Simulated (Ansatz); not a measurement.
The parent structure is Ir in the fcc (Cu type) structure (space group Fm-3m, No. 225; a = 3.844 Å).

Structures relaxed with Ansatz (a program for electronic structure) r2SCAN, without spin-orbit coupling.

Base:

Simulated powder pattern, Co Kα, λ = 1.79026 Å (kinematic, ideal powder, no thermal factors, no anomalous dispersion; the 8 strongest lines at most, above 2 %, up to 2θ = 90°):

```json
[
 {"2θ (°)": "47.57", "I/Imax (%)": "100", "hkl": "(111)"},
 {"2θ (°)": "55.51", "I/Imax (%)": "49", "hkl": "(200)"},
 {"2θ (°)": "82.38", "I/Imax (%)": "34", "hkl": "(220)"}
]
```

After one change:

Simulated powder pattern, Co Kα, λ = 1.79026 Å (kinematic, ideal powder, no thermal factors, no anomalous dispersion; the 8 strongest lines at most, above 2 %, up to 2θ = 90°):

```csv
2θ (°),I/Imax (%)
48.18,100
56.24,48
83.61,34
```

What was done to the base?
A) pressure 15 GPa
B) pressure 30 GPa
C) pressure 9 GPa
D) pressure 4.5 GPa

A, pressure 15 GPa. Its volume per atom is 13.70 Å³ against 14.20 Å³, and its space group is Fm-3m (No. 225).

Load acts through the strain it causes; cell and atoms are relaxed under it. Whether these cells are dynamically stable was not tested. Competing high-pressure phases were not computed. All final runs are without spin polarisation.
